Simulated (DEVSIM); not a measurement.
Structure: Schottky contact on n-type GaP, at 300 K.

Layer 1 from the left is GaP, thickness (μm) 1.10, Nd (cm⁻³) 1.6e17, τn (s) 1.5e-7, τp (s) 1.5e-7.

Left contact: Schottky, work function 4.92 eV, emission velocity 4.4e6 cm/s. Right contact: ohmic. Voltage is applied to the left contact. Recombination: SRH at mid-gap, radiative. Mobility is constant in doping.

This is a model device: material constants are rounded textbook-type values typed into the input, and sizes, dopings and lifetimes were drawn at random. Values at 300 K.

GaP: gap (eV) 2.26, affinity (eV) 3.8, permittivity 11.1, Nc (cm⁻³) 1.8e19, Nv (cm⁻³) 1.9e19, μn (cm²/Vs) 250, μp (cm²/Vs) 150, B (cm³/s) 1e-13.

Simulated with DEVSIM: 1D drift-diffusion, Boltzmann statistics, complete ionisation; no tunnelling, impact ionisation, image-force lowering or self-heating. Metal contacts follow the ideal Schottky-Mott rule: no Fermi-level pinning, no interface dipoles.

Dark forward current:

```csv
|V| (V),|J| (A/cm²)
0.05,1.063e-11
0.10,8.395e-11
0.15,5.900e-10
0.20,4.081e-9
0.25,2.816e-8
0.30,1.942e-7
0.35,1.339e-6
0.40,9.222e-6
0.45,6.350e-5
0.50,0.0004369
0.55,0.003003
0.60,0.02062
0.65,0.1413
0.70,0.9648
0.75,6.540
0.80,43.12
0.85,251.0
0.90,1008
0.95,2501
```

Question: Work out the local ideality factor n = ΔV / (kT/q · ln(J2/J1)) between the rows 0.15 and 0.20 V, 0.90 and 0.95 V.

Answer: kT/q = 25.85 mV. From 0.15 to 0.20 V: ln(4.081e-9/5.900e-10) = 1.934, n = 1.00, near the 1 of diffusion or emission over a barrier. From 0.90 to 0.95 V: ln(2501/1008) = 0.909, n = 2.13; the layers' resistance at their doping, Σ W/(qμN) = 1.7e-5 Ω cm², would take 26 mV of this step of 50 mV.

Question: Estimate the current at 0.45 V for emission alone, J0 = q v N_band exp(−φB/kT), and read the barrier back from the simulated current.

Answer: φB = 1.120 eV, N_band = 1.80e19 cm⁻³, J0 = 1.94e-12 A/cm²; J = J0 (exp(qV/kT) − 1) = 7.03e-5 A/cm². The simulation gives 6.35e-5 A/cm²; the estimate lies 11 % above. Read backwards, the simulated current gives an apparent barrier of 1.123 eV. The estimate leaves out transport through the depletion region and minority injection.
